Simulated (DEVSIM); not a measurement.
Structure: abrupt Si p-n junction, at 300 K.

Layer 1 from the left is Si, thickness (μm) 78.0, Na (cm⁻³) 2.7e16, τn (s) 9.4e-7, τp (s) 9.4e-7. Layer 2 from the left is Si, thickness (μm) 100, Nd (cm⁻³) 1.2e14, τn (s) 9.4e-7, τp (s) 9.4e-7.

Left contact: ohmic. Right contact: ohmic. Voltage is applied to the left contact. Recombination: SRH at mid-gap. Mobility is μmin + (μ − μmin)/(1 + (N/Nref)^α).

Constants are typed, rounded textbook-type inputs, not results; the design itself was drawn at random and stands for no fabricated device. Values at 300 K.

Si: gap (eV) 1.124, affinity (eV) 4.05, permittivity 11.7, Nc (cm⁻³) 2.86e19, Nv (cm⁻³) 3.1e19, μn (cm²/Vs) 1417, μp (cm²/Vs) 470, μn,min 52, μp,min 45, Nref,n 9.7e16, Nref,p 2.2e17, αn 0.68, αp 0.72.

Simulated with DEVSIM: 1D drift-diffusion, Boltzmann statistics, complete ionisation; no tunnelling, impact ionisation, image-force lowering or self-heating.

**Question.** What does the simulation give for the largest field in the device at zero bias, the potential step across the device at zero bias, the dark forward voltage at 1 A/cm²?

**Answer.** largest field in the device at zero bias 9700 V/cm; potential step across the device at zero bias 0.622 V; dark forward voltage at 1 A/cm² 0.661 V.
